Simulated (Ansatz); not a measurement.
Start from Tl in the hcp (Mg type) structure (space group P6_3/mmc, No. 194; a = 3.5200 Å, c = 5.6016 Å).

Level of theory: Ansatz (a program for electronic structure) r2SCAN, without spin-orbit coupling.

For the base:

- c/a ratio = 1.591
- Volume per atom = 30.05 Å³

Now apply this change: every Tl is replaced by Cr, then cell and atoms are relaxed.

Problem. Estimate the effect on the c/a ratio.

Solution. The c/a ratio goes up by 0.229 (1.591 → 1.820).

Problem. How does this affect the volume per atom?

Solution. The volume per atom falls by 18.368 Å³ to 11.69 Å³.

No phonon test of stability was made. Starting moments died away, wholly or in part, for Tl → Cr; another magnetic solution may exist. The final runs are not spin-polarised. Real Cr is antiferromagnetic at low temperature and ambient pressure, an order that this cell doesn't hold. This is not the structure that Cr has at room temperature and ambient pressure.
